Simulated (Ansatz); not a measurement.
The starting structures come from a database of crystals and need not be the phases stable at ambient conditions.

Consider the following.

```xyz
10
Lattice="5.9539 0.0000 0.0000 0.0000 5.9539 0.0000 2.9770 -2.9770 4.2139" Properties=species:S:1:pos:R:3 pbc="T T T"
Ba     2.9770     0.0000     2.1070
Ba     5.9539     2.9770     2.1070
Zr     0.0000     0.0000     0.0000
Zr     2.9770     2.9770     0.0000
O      2.9770     2.9770     2.1070
O      5.9539     0.0000     2.1070
O      4.5287     4.4022     0.0000
O      1.4252     1.5518     0.0000
O      4.5287     1.5518     4.2139
O      4.4022     1.4252     0.0000
```

Space group of this cell: I4/mcm. The cell is taken as given; by r2SCAN its mean pressure is -0.8 GPa.

Transport runs along the normal of the first two printed cell vectors, the (001) plane of the conventional cell.

The gap is the functional's own, uncorrected, and κ follows it; spin-orbit coupling is left out. Mid-gap values are interpolated between the computed energies.

Problem. State the band gap and the smallest decay constant κ at mid-gap according to r2SCAN (Ansatz, a first-principles code).

Solution. Gap 3.74 eV on a 8×8×8 mesh; κ = 0.294 1/Å, at the zone centre.
